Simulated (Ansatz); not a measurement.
**What biaxial strain −2.50 %, plane normal [001], relaxed out of plane does to HfO2**

Take HfO$_{2}$ in the fluorite structure (space group Fm-3m, No. 225; a = 5.001 Å) as the base. Axes: x, y, z lie along the cube axes.

Modification: biaxial strain −2.50 %, plane normal [001], relaxed out of plane (Cartesian); in-plane vectors clamped, the third vector and the atoms free.

Method: LDA (Ansatz, an electronic-structure program), scalar-relativistic without spin-orbit coupling. k-mesh 11×11×11 (Γ-centred); smearing 0.05 eV (Fermi–Dirac).

| quantity | base | changed | shift |
|---|---|---|---|
| volume per atom | 10.42 Å³ | 10.01 Å³ | -0.41 Å³ |
| space group | Fm-3m (No. 225) | I4/mmm (No. 139) | – |
| shortest interatomic distance | 2.166 Å | 2.137 Å | -0.0280 Å |
| energy relative to the base (free energy F) | 0 meV/atom | +29 meV/atom | +29 meV/atom |
| pressure (mean of the normal stresses, compression positive) | 0.00 GPa | 12.32 GPa | +12.32 GPa |
| band gap | 3.66 eV | 3.39 eV | -0.27 eV |
| gap character | – | indirect, X → Γ | – |
| smallest direct gap | 3.66 eV | 3.54 eV | -0.12 eV |
| electron mass | 1.1 mₑ along k, 0.68 mₑ across (at X) | 0.34 mₑ out of plane, 0.97 mₑ in plane (at Γ) | – |
| out-of-plane strain | – | +1.07 % | – |
| ratio −ε⊥/ε∥ | – | 0.43 | – |

Final structure (turned so that z lies along the plane normal):

```xyz
3
Lattice="3.4479 0.0000 0.0000 0.0000 3.4479 0.0000 1.7239 -1.7239 2.5273" Properties=species:S:1:pos:R:3 pbc="T T T"
Hf     0.0000     0.0000     0.0000
O      3.4479     1.7239     1.2637
O      1.7239     0.0000     1.2637
```

Spin-orbit coupling, missing from the scalar runs, can matter with Hf. Masses are band curvatures over ±0.01 Å⁻¹ around the edge. Along k means along the line from Γ to the band edge. Stability against distortions was not tested. This is not the structure that HfO2 has at room temperature and ambient pressure. k-point labels follow each cell's own Brillouin zone.
